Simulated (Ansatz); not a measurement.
Consider a (8,0) arsenic nanotube.

Levels: PBE (plane waves to 420 eV, PAW; Ansatz, an electronic-structure program); PBE with spin-orbit coupling (Ansatz). Unmarked values and the geometry are of the first. Mesh 1×1×6. No spin polarisation. One-dimensional cell, images about 11 Å apart. A hypothetical model, rolled from the flat sheet. It keeps the symmetry and period of its start, so it need not be a minimum against all distortions. Values not marked SOC lack spin–orbit coupling. Buckling under compression is shut out by symmetry and the short period.

Task: What do the calculations give?

Result: 
| Item | Value |
|---|---|
| period along the axis (32 atoms) | 6.224 Å |
| mean diameter | 9.54 Å |
| radii of the innermost and outermost atoms | 4.07 and 5.47 Å |
| energy over the flat sheet | +86 meV/atom |
| PBE gap | 1.62 eV, indirect, from Γ to k = 0.406 × 2π/c |
| electron mass along the axis (PBE) | 0.73 mₑ |
| hole mass along the axis (PBE) | 0.86 mₑ |
| valence and conduction edges under the vacuum level (PBE) | 5.26 and 3.64 eV |
| PBE+SOC gap at this geometry | 1.61 eV |
| axial stiffness dF/dε | 132 nN |
